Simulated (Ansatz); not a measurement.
The reference is NbN in the rock salt structure (space group Fm-3m, No. 225; a = 4.3801 Å). Axes: x, y, z lie along the cube axes.

Method: PBEsol/PAW in Ansatz (a first-principles code), without spin-orbit coupling.

Strains are applied to the cell and any free atomic positions relax.

One change was made to it. Results:

```json
[
 {"quantity": "pressure (mean of the normal stresses, compression positive)", "base": "0.0 GPa", "after": "0.5 GPa"},
 {"quantity": "energy relative to the base (free energy F)", "base": "0 meV/atom", "after": "+25 meV/atom"}
]
```

Question: Which change produced these results?
A. isotropic strain +2.80 %
B. isotropic strain −1.88 %
C. strain tensor (xx, yy, zz, yz, xz, xy) = (−2.38, +0.09, +2.65, +0.07, +0.15, +1.02) %

Answer: C, strain tensor (xx, yy, zz, yz, xz, xy) = (−2.38, +0.09, +2.65, +0.07, +0.15, +1.02) %. For comparison, the energy relative to the base in the other runs: isotropic strain −1.88 % gives +37 meV/atom; isotropic strain +2.80 % gives +70 meV/atom.

Without a gap, meshes like the base's 18×18×18 leave anisotropic stresses uncertain by several tenths of a GPa, and small strain energies with them. No phonon test of stability was made. All final runs are without spin polarisation.
